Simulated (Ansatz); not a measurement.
The starting structures come from a database of crystals and need not be the phases stable at ambient conditions.

Data:

```
CELL_PARAMETERS angstrom
      5.53211     0.00000     0.00000
      0.00000     8.89241     0.00000
      2.76606     0.00000     2.76606
ATOMIC_POSITIONS crystal
  Cu 0.00000 0.50000 0.00000
  Cu 0.50000 0.50000 0.00000
  Bi 0.00000 0.85711 0.50000
  Bi 0.50000 0.14289 0.50000
  Se 0.50000 0.67450 0.50000
  Se 0.00000 0.32550 0.50000
  O  0.50000 0.00000 0.00000
  O  0.00000 0.00000 0.00000
```

The cell was relaxed by PBE-D3(BJ); by r2SCAN it stands under a pressure of 0.8 GPa.

Transport runs along the normal of the first two printed cell vectors, the (110) plane of the conventional cell.

The gap is the functional's own, uncorrected, and κ follows it; spin-orbit coupling is left out. Mid-gap means the computed energy nearest the middle.

Problem. Compute, with r2SCAN in Ansatz (an electronic-structure program), the band gap and the smallest decay constant κ at mid-gap.

Solution. Gap 0.69 eV on a 12×4×12 mesh; κ = 0.114 1/Å, at (0.000, 0.500) of the in-plane reciprocal vectors. At the zone centre the slowest state has κ = 0.11 1/Å.
